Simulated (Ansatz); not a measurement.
Base system: SiC in the zinc blende structure (space group F-43m, No. 216).

```yaml
crystal:
  lattice:
    - [0.00000, 2.17831, 2.17831]
    - [2.17831, 0.00000, 2.17831]
    - [2.17831, 2.17831, 0.00000]
  atoms:
    - { symbol: C, position: [0.75000, 0.75000, 0.75000] }
    - { symbol: Si, position: [0.00000, 0.00000, 0.00000] }
```

Level of theory: Ansatz (a quantum-chemistry and plane-wave program), r2SCAN, PAW, cutoff 500 eV, no spin-orbit coupling, earlier PAW set.

One change was made to it. Results:

The hole mass (degenerate bands, along [100]) goes from 0.35, 0.57, 0.57 mₑ (at Γ) to 0.36, 0.57, 0.57 mₑ (at Γ); the width of the top valence band rises by 0.025 eV (4.82 eV → 4.85 eV); the electron mass remains 0.64 mₑ along k, 0.23 mₑ across (at X); the lattice parameter a drops by 0.0095 Å (4.357 Å → 4.347 Å).

Which change produced these results?
(A) pressure 3 GPa
(B) pressure 1.5 GPa
(C) pressure 10 GPa

B, pressure 1.5 GPa. For comparison, the electron mass in the other runs: pressure 10 GPa gives 0.63 mₑ along k, 0.22 mₑ across (at X); pressure 3 GPa gives 0.64 mₑ along k, 0.22 mₑ across (at X).

The levels and masses belong to the bands next to the band gap. Load acts through the strain it causes; cell and atoms are relaxed under it. Effective masses come from finite differences of ±0.01 Å⁻¹. Along k means along the line from Γ to the band edge. No phonon test of stability was made. Competing high-pressure phases were not computed.
